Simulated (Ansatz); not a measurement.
The reference is AlAs in the zinc blende structure (space group F-43m, No. 216; a = 5.6743 Å).

Now apply this change: N takes the place of As on all its sites, then cell and atoms are relaxed.

Levels (all Ansatz, a first-principles code, PAW, earlier PAW set): PBEsol (420 eV, scalar-relativistic without spin-orbit coupling); HSE06+SOC (420 eV, spin-orbit coupling included).

The geometry is relaxed with PBEsol.

| Quantity | Value |
|---|---|
| PBEsol band gap | 3.19 eV |

**Question.** Predict the valence-band top at Γ and band gap from HSE06+SOC.

**Answer.** The valence-band top at Γ (three highest Kramers pairs, from the VBM) is 0.00, 0.00, -0.02 eV; the band gap rises by 1.35 eV to 4.54 eV.

Single points use the geometry relaxed with PBEsol. HSE06 was sampled on its mesh, a few special points and the semilocal edge points, so its gap is an upper bound. The spin-orbit shifts are approximate. Whether these cells are dynamically stable was not tested. This is not the structure that AlN has at room temperature and ambient pressure.
